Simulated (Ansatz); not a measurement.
Levels about the gap of amorphous In₉Ga₉Zn₉O₄₁Ta₂ (70 atoms in a cell of 887 Å³, 6.12 g/cm³; zone centre alone, so wide bands show as single levels with stretches between that a denser mesh fills), at the geometry that PBE relaxed, where it gives 0.8 GPa on a denser mesh. Exact exchange is cut at the faces of this small cell, which leaves a finite-size error. The participation number counts the atoms over which a state spreads; weights are charges in smoothed Voronoi cells. The levels come from a single point, so bond lengths are those of that geometry. Method of the levels: HSE06, scalar-relativistic without spin-orbit coupling (Ansatz, a first-principles code). Sampling: the zone centre alone; Fermi-Dirac width 0.02 eV; no spin polarisation. At PBE the levels at the filled edge of the gap are localised (band-tail or defect states).

Preparation: random packing, a CHGNet melt and quench, and a DFT relaxation. O atoms were pushed apart under 1.9 Å during the dynamics, to hinder bonds among them. The hot cell started wider than the set density and was brought back towards it in steps. It is the lowest in DFT energy of 2 quenches. It is a model cell: composition and starting density were chosen by hand, and all elements were melted together. No dispersion term was used. Its density started from a set value of 6.12 and ended at 6.12 g/cm³. Cooling (nominally 320 K/ps over its main leg) ran many orders faster than in experiment, which tends to leave more defects and strain. A cell of this size samples the disorder only roughly. The volume was held where the preparation left it and the shape relaxed, at a PBE pressure of 0.8 GPa. Stress components on the final sampling reach 0.9 GPa.

```json
[
 {"E - E(highest filled), eV": "-0.33", "filling": "filled", "participation number": "13.5", "largest on": "O, 4 neighbours", "weight O": "0.87", "weight Ta": "0.00", "weight In": "0.02", "weight Zn": "0.09"},
 {"E - E(highest filled), eV": "-0.29", "filling": "filled", "participation number": "23.1", "largest on": "O, 3 neighbours", "weight O": "0.90", "weight Ta": "0.00", "weight In": "0.02", "weight Zn": "0.05"},
 {"E - E(highest filled), eV": "-0.28", "filling": "filled", "participation number": "20.3", "largest on": "O, 3 neighbours", "weight O": "0.91", "weight Ta": "0.01", "weight In": "0.02", "weight Zn": "0.04"},
 {"E - E(highest filled), eV": "-0.21", "filling": "filled", "participation number": "17.1", "largest on": "O, 4 neighbours", "weight O": "0.88", "weight Ta": "0.00", "weight In": "0.01", "weight Zn": "0.08"},
 {"E - E(highest filled), eV": "-0.11", "filling": "filled", "participation number": "8.8", "largest on": "O, 3 neighbours", "weight O": "0.94", "weight Ta": "0.01", "weight In": "0.01", "weight Zn": "0.03"},
 {"E - E(highest filled), eV": "-0.05", "filling": "filled", "participation number": "6.7", "largest on": "O, 4 neighbours", "weight O": "0.93", "weight Ta": "0.00", "weight In": "0.02", "weight Zn": "0.04"},
 {"E - E(highest filled), eV": "0.00", "filling": "filled", "participation number": "8.7", "largest on": "O, 3 neighbours", "weight O": "0.93", "weight Ta": "0.00", "weight In": "0.01", "weight Zn": "0.04"},
 {"E - E(highest filled), eV": "2.77", "filling": "empty", "participation number": "59.7", "largest on": "In, 5 neighbours", "weight O": "0.51", "weight Ta": "0.01", "weight In": "0.23", "weight Zn": "0.14"},
 {"E - E(highest filled), eV": "5.00", "filling": "empty", "participation number": "33.2", "largest on": "Ta, 6 neighbours", "weight O": "0.50", "weight Ta": "0.12", "weight In": "0.26", "weight Zn": "0.08"},
 {"E - E(highest filled), eV": "5.28", "filling": "empty", "participation number": "23.1", "largest on": "Ta, 6 neighbours", "weight O": "0.47", "weight Ta": "0.18", "weight In": "0.26", "weight Zn": "0.05"},
 {"E - E(highest filled), eV": "5.45", "filling": "empty", "participation number": "30.9", "largest on": "Ta, 6 neighbours", "weight O": "0.50", "weight Ta": "0.16", "weight In": "0.20", "weight Zn": "0.07"},
 {"E - E(highest filled), eV": "5.55", "filling": "empty", "participation number": "7.9", "largest on": "Ta, 6 neighbours", "weight O": "0.36", "weight Ta": "0.47", "weight In": "0.04", "weight Zn": "0.05"},
 {"E - E(highest filled), eV": "5.64", "filling": "empty", "participation number": "18.7", "largest on": "Ta, 6 neighbours", "weight O": "0.45", "weight Ta": "0.25", "weight In": "0.15", "weight Zn": "0.07"},
 {"E - E(highest filled), eV": "5.72", "filling": "empty", "participation number": "38.4", "largest on": "Ta, 6 neighbours", "weight O": "0.50", "weight Ta": "0.12", "weight In": "0.16", "weight Zn": "0.12"}
]
```

Most localised among these is the filled level at -0.05 eV, on a O atom, which has 4 neighbours (Ga 1.89 Å, Zn 1.94 Å, Zn 1.98 Å, In 2.62 Å).
